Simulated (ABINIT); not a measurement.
Troubleshooting ABINIT: a failed run on MoS2 (P6_3/mmc, 6 atoms in the cell). The aim is a self-consistent single point with DFT, PBE, plane waves, norm-conserving pseudopotentials (PseudoDojo nc-sr-05 PBE standard).

Cell that was meant: a = 3.1854 Å, b = 3.1854 Å, c = 13.1784 Å, α = 90.00°, β = 90.00°, γ = 120.00°.

Part of the input:

```
shiftk 0 0 0
nstep 50
tolvrs 1.0e-10
toldfe 1.0e-08
prtwf 0
prtden 0
prtvol 1
```

Output, abridged:

```
 For atom type 1, psp file is ./Mo.upf
 For atom type 2, psp file is ./S.upf

 inpspheads: deduce mpsang = 3, n1xccc = 2501.

=======================================================
 invars1m : enter jdtset= 0
 ingeo: takes atomic coordinates from input array xcart

--- !COMMENT
src_file: m_symfind.F90
src_line: 823
message: |
    The tolerance on symmetries =   1.000E-05 is bigger than 1.0e-8.
    In order to avoid spurious effects, the atomic coordinates have been
    symmetrized before storing them in the dataset internal variable.
    So, do not be surprised by the fact that your input variables (xcart, xred, ...)
    do not correspond exactly to the ones echoed by ABINIT, the latter being used to do the calculations.
    This is not a problem per se.
    Still, in order to avoid this symmetrization (e.g. for specific debugging/development), decrease tolsym to 1.0e-8 or lower,
    or (much preferred) use input primitive vectors that are accurate to better than 1.0e-8.
    This message will only be printed once, even if there are other datasets where tolsym is bigger than 1.0e-8.
...

 symlatt: the Bravais lattice is hP (primitive hexagonal)
 symspgr: spgroup= 194  P6_3/m m c   (=D6h^4)
 symspgr: optical characteristics = uniaxial
 Optical axis (in reduced coordinates, real space ) :   0   0   1
 Perdew, Burke & Ernzerhof
 J. P. Perdew, K. Burke, and M. Ernzerhof, Phys. Rev. Lett. 77, 3865 (1996)
 J. P. Perdew, K. Burke, and M. Ernzerhof, Phys. Rev. Lett. 78, 1396 (1997)
 Perdew, Burke & Ernzerhof
 J. P. Perdew, K. Burke, and M. Ernzerhof, Phys. Rev. Lett. 77, 3865 (1996)
 J. P. Perdew, K. Burke, and M. Ernzerhof, Phys. Rev. Lett. 78, 1396 (1997)

--- !ERROR
src_file: m_invars2.F90
src_line: 3384
mpi_rank: 0
message: |
    Only one of the tolXXX variables may be defined at once.
    Action: check values of tolvrs, toldfe, tolrff and toldff.
...

 abinit_abort: decision taken to exit. Check above messages for more info
Abort(13) on node 0 (rank 0 in comm 0): application called MPI_Abort(MPI_COMM_WORLD, 13) - process 0

--- !ERROR
src_file: m_invars2.F90
src_line: 3384
mpi_rank: 0
message: |
    Only one of the tolXXX variables may be defined at once.
    Action: check values of tolvrs, toldfe, tolrff and toldff.
...
```

### Question
From the messages shown, name the fault and mend the input.

### Answer
The fault is two stopping criteria at once. The program does not take these two tolerances for the self-consistent loop together. To fix it, keep one tolerance. The program stopped before any SCF iteration.

The sound input it was made from differs as follows (other fixes are possible):
```diff
-toldfe 1.0e-08
```

With that input, the run converged in 13 iterations: free energy E − TS -5027.74 eV; pressure 1.38 GPa; largest force (vector length) 0.170 eV/Å (DFT, PBE, plane waves, norm-conserving pseudopotentials (PseudoDojo nc-sr-05 PBE standard)).

On the sound input: the starting cell comes from a database of computed structures (which also holds hypothetical and non-ambient phases and stackings), without a prior relaxation at this level. Spin polarisation is off.
